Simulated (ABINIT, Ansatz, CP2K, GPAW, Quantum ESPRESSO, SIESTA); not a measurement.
## SrMg5 (P-6m2, 6 atoms in the cell) computed with different codes at matched settings

Self-consistent single point.

```xyz
6
Lattice="3.5220 0.0000 0.0000 -1.7610 3.0501 0.0000 0.0000 0.0000 15.3772" Properties=species:S:1:pos:R:3 pbc="T T T"
Sr     1.7610     1.0167     0.0000
Mg     0.0000     0.0000    12.4123
Mg     0.0000     0.0000     2.9649
Mg     1.7610     1.0167    10.0584
Mg     1.7610     1.0167     5.3188
Mg     0.0000     0.0000     7.6886
```

All programs got the same cell, k-point mesh and kind of occupations (in Ansatz's words: kpoints.mp_grid.grid = 7 7 2; scf.occupations.method = gaussian; scf.occupations.width = 0.136 eV); potentials, basis and cutoffs are each program's usual ones.

```json
[
 {"code": "Ansatz", "model": "PBEsol, PAW files made with PBE", "pressure (GPa)": "-0.49", "largest force (eV/Å)": "0.192", "k-points": "16", "cutoff": "default"},
 {"code": "CP2K", "model": "PBEsol, GPW, TZVP-MOLOPT-SR-GTH basis, GTH-PBE potentials (GTH_POTENTIALS)", "pressure (GPa)": "0.72", "largest force (eV/Å)": "0.323", "k-points": "50", "cutoff": "grid 500 Ry"},
 {"code": "Quantum ESPRESSO", "model": "PBEsol, SSSP 1.1.2 efficiency (PBE) pseudopotentials", "pressure (GPa)": "-0.52", "largest force (eV/Å)": "0.190", "k-points": "16", "cutoff": "40 Ry"},
 {"code": "GPAW", "model": "PBEsol, GPAW PAW datasets PBEsol (made by gpaw-setup)", "pressure (GPa)": "-0.42", "largest force (eV/Å)": "0.183", "k-points": "16", "cutoff": "850 eV"},
 {"code": "SIESTA", "model": "GGA PBEsol, numerical atomic orbitals DZP, PseudoDojo PBEsol standard norm-conserving potentials (rewritten from UPF to PSML)", "pressure (GPa)": "2.36", "largest force (eV/Å)": "0.256", "k-points": "53", "cutoff": "grid 350 Ry"},
 {"code": "ABINIT", "model": "PBEsol, norm-conserving pseudopotentials (PseudoDojo nc-sr-04 PBEsol standard)", "pressure (GPa)": "-0.48", "largest force (eV/Å)": "0.188", "k-points": "16", "cutoff": "84 Ry"}
]
```

Size of the force on each atom (eV/Å): Sizes of forces hide their directions.

| code | Sr1 | Mg2 | Mg3 | Mg4 | Mg5 | Mg6 |
|---|---|---|---|---|---|---|
| Ansatz | 0.000 | 0.192 | 0.192 | 0.114 | 0.114 | 0.000 |
| CP2K | 0.001 | 0.323 | 0.323 | 0.123 | 0.123 | 0.000 |
| Quantum ESPRESSO | 0.000 | 0.190 | 0.190 | 0.114 | 0.114 | 0.000 |
| GPAW | 0.000 | 0.183 | 0.183 | 0.116 | 0.116 | 0.000 |
| SIESTA | 0.000 | 0.256 | 0.256 | 0.092 | 0.092 | 0.000 |
| ABINIT | 0.000 | 0.188 | 0.188 | 0.110 | 0.110 | 0.000 |

The spread over the programs that give each value: pressure within 2.88 GPa; largest force within 0.140 eV/Å.

The starting cell comes from a database of computed structures (which also holds hypothetical and non-ambient phases and stackings), without a prior relaxation at this level.

### Question
Why do the programs differ, and what cannot be compared?

### Answer
Differences of this kind can come from the potentials, where these differ, and from what each basis and cutoff leave unconverged. The valence holds different numbers of electrons (Ansatz (a first-principles code) 60, CP2K 20, Quantum ESPRESSO 20, GPAW 60, SIESTA 60, ABINIT 60). The zero of total energies and Fermi levels follows the potentials and each program's conventions, so they are not compared here. CP2K and SIESTA use small atom-centred bases, whose incompleteness enters pressures, forces and empty levels differently from a plane-wave cutoff. Ansatz's pressure is given at a fixed set of plane waves, as the other plane-wave codes print theirs. The programs reduce the same mesh by symmetry to different extents, which changes the work and not the result. In the pressure, CP2K (by 1.20) and SIESTA (by 2.84) lie more than 1 GPa from the median of the plane-wave programs. In the force vectors, CP2K (by 0.134) lies more than 0.08 eV/Å from the median of the plane-wave programs.

Left out of this page: Elk and FLEUR (not drawn, or without a comparable value).

Keys are those of Ansatz 0.2.
